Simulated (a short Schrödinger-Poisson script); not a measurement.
## MOS inversion layer, HfO2 on p-type Si(100)

System: MOS inversion layer, HfO2 on p-type Si(100), at 300 K.

| layer | material | thickness (nm) | Na (cm⁻³) |
|---|---|---|---|
| 1 | HfO2 | 11.5 | - |
| 2 | Si | 260 | 2.7e18 |

Constants are typed, rounded textbook-type inputs, not results; the design itself was drawn at random and stands for no fabricated device. HfO2: permittivity 22, conduction-band edge (eV) 1.55, gap (eV) 5.7, electron mass (mₑ) 0.2. Si: permittivity 11.7, conduction-band edge (eV) 0, gap (eV) 1.124, Nv at 300 K (cm⁻³) 3.1e19.

Channel valleys (confinement mass, in-plane density-of-states mass, number): Δ2 0.916, 0.19, 2; Δ4 0.19, 0.417, 4. At the gate the conduction-band edge of layer 1 lies 1.81 eV − eVg above the Fermi level of the channel; the field vanishes at the back. Gaps are held at their typed values at every temperature. Mesh 0.03 nm at interfaces.

From a short Schrödinger-Poisson script (our own, NumPy): 1D Poisson equation in equilibrium, electrons quantum, Hartree (BenDaniel-Duke, 12 states a valley, the channel's in-plane mass for all, wave functions ending at the dielectric), parabolic valleys, classical holes, full ionisation, no traps, pinning or gate leakage.

```tsv
Vg (V)	electrons (cm⁻²)	C (μF/cm²)	Δ2 E0 (meV)	Δ2 E1 (meV)	Δ4 E0 (meV)	Δ4 E1 (meV)
0.6	1.30e7	0.393	329.9	438.5	430.1	603.0
0.7	2.13e8	0.380	257.4	369.7	361.0	540.4
0.8	3.58e9	0.380	184.2	299.9	291.0	476.7
0.9	5.36e10	0.517	113.8	232.9	223.7	415.0
1	3.61e11	0.937	63.5	185.4	176.2	371.6
1.1	9.60e11	1.18	36.3	160.8	151.8	349.4
1.2	1.69e12	1.27	19.4	146.4	137.6	336.8
1.3	2.48e12	1.33	7.0	136.3	127.8	328.2
1.4	3.30e12	1.36	-3.1	128.5	120.3	321.8
1.5	4.14e12	1.38	-11.7	122.1	114.1	-
1.6	4.99e12	1.39	-19.5	116.5	108.9	-
1.7	5.85e12	1.40	-26.6	-	104.2	-
1.8	6.72e12	1.41	-33.2	-	-	-
1.9	7.59e12	1.42	-	-	-	-
2	8.47e12	1.42	-	-	-	-
2.1	9.36e12	1.43	-	-	-	-
2.2	1.02e13	1.43	-	-	-	-
2.3	1.11e13	1.44	-	-	-	-
```

Gate voltages with under 1e6 electrons/cm² are left out.

Subbands count from the Fermi level; a dash marks a level above the dielectric's band edge.
